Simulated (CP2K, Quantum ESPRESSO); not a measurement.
A CP2K input for a self-consistent single point of CaF (P6_3mc, 4 atoms in the cell) (DFT LDA (Pade form), GPW, DZVP-MOLOPT-SR-GTH basis, GTH-PADE potentials (GTH_POTENTIALS)):

```
&GLOBAL
  PROJECT caf
  RUN_TYPE ENERGY_FORCE
  PRINT_LEVEL MEDIUM
&END GLOBAL
&FORCE_EVAL
  METHOD Quickstep
  STRESS_TENSOR ANALYTICAL
  &DFT
    BASIS_SET_FILE_NAME BASIS_MOLOPT
    POTENTIAL_FILE_NAME GTH_POTENTIALS
    &QS
      METHOD GPW
      EPS_DEFAULT 1E-11
    &END QS
    &MGRID
      CUTOFF 550
      REL_CUTOFF 60
      NGRIDS 5
    &END MGRID
    &SCF
      SCF_GUESS ATOMIC
      EPS_SCF 1E-7
      MAX_SCF 100
      ADDED_MOS 7
      &DIAGONALIZATION
        ALGORITHM STANDARD
      &END DIAGONALIZATION
      &MIXING
        METHOD BROYDEN_MIXING
        ALPHA 0.2
        NBUFFER 12
        BETA 1.5
      &END MIXING
      &SMEAR ON
        METHOD GAUSSIAN
        SIGMA [eV] 0.136
      &END SMEAR
    &END SCF
    &KPOINTS
      SCHEME MONKHORST-PACK 13 13 7
    &END KPOINTS
    &XC
      &XC_FUNCTIONAL PADE
      &END XC_FUNCTIONAL
    &END XC
    &PRINT
      &MO
        EIGENVALUES T
        OCCUPATION_NUMBERS T
        NDIGITS 8
        FILENAME mo
        &EACH
          QS_SCF 0
        &END EACH
        ADD_LAST NUMERIC
      &END MO
      &MULLIKEN ON
      &END MULLIKEN
    &END PRINT
  &END DFT
  &SUBSYS
    &CELL
      A 3.95322000 0.00000000 0.00000000
      B -1.97661000 3.42358900 0.00000000
      C 0.00000000 0.00000000 6.43637000
      PERIODIC XYZ
    &END CELL
    &COORD
      SCALED
      Ca       0.33333300     0.66666700     0.99988000
      Ca       0.66666700     0.33333300     0.49988000
      F        0.33333300     0.66666700     0.37512000
      F        0.66666700     0.33333300     0.87512000
    &END COORD
    &KIND Ca
      BASIS_SET DZVP-MOLOPT-SR-GTH
      POTENTIAL GTH-PADE-q10
    &END KIND
    &KIND F
      BASIS_SET DZVP-MOLOPT-SR-GTH
      POTENTIAL GTH-PADE-q7
    &END KIND
  &END SUBSYS
  &PRINT
    &FORCES ON
    &END FORCES
    &STRESS_TENSOR ON
    &END STRESS_TENSOR
  &END PRINT
&END FORCE_EVAL
```

### Question
Write the same calculation as an input for Quantum ESPRESSO.

### Answer
One input that does it (others would too):

```fortran
&control
    calculation = 'scf',
    prefix = 'caf',
    outdir = './out',
    pseudo_dir = './',
    tprnfor = .true.,
    tstress = .true.,
/
&system
    ibrav = 0,
    nat = 4,
    ntyp = 2,
    ecutwfc = 40,
    ecutrho = 200,
    occupations = 'smearing',
    smearing = 'gauss',
    degauss = 0.0099958,
/
&electrons
    conv_thr = 1e-8,
/
ATOMIC_SPECIES
Ca    40.0780  ca_lda_v1.uspp.F.UPF
F     18.9984  f_lda_v1.4.uspp.F.UPF
CELL_PARAMETERS bohr
   7.4705031685     0.0000000000     0.0000000000
  -3.7352515842     6.4696455230     0.0000000000
   0.0000000000     0.0000000000    12.1629765368
ATOMIC_POSITIONS angstrom
Ca    0.0000000000    2.2823926489    6.4355976356
Ca    1.9766100154    1.1411963245    3.2174126356
F     0.0000000000    2.2823926489    2.4144111144
F     1.9766100154    1.1411963245    5.6325961144
K_POINTS automatic
13 13 7  0 0 0
```

Basis, cutoffs, solver keys and any potentials are the target program's own. This input uses DFT, LDA (PZ), plane waves, GBRV 1.5 ultrasoft (LDA) pseudopotentials. LDA parametrisations can differ slightly between programs. Both were run: pressure -2.45 GPa in CP2K and -3.95 in Quantum ESPRESSO; largest force 0.009 eV/Å in CP2K and 0.003 in Quantum ESPRESSO.

On CP2K: the starting cell comes from a database of computed structures (which also holds hypothetical and non-ambient phases and stackings), without a prior relaxation at this level. Values carry the incompleteness of an atom-centred basis. The run gives no clean gap (levels at the Fermi energy touch, overlap or are partly filled at this smearing), which alone does not show that the compound is a metal.

On Quantum ESPRESSO: the starting cell comes from a database of computed structures (which also holds hypothetical and non-ambient phases and stackings), without a prior relaxation at this level. With a pressure of about -4 GPa the cell is away from its equilibrium volume at this level. The run gives no clean gap (levels at the Fermi energy touch, overlap or are partly filled at this smearing), which alone does not show that the compound is a metal.
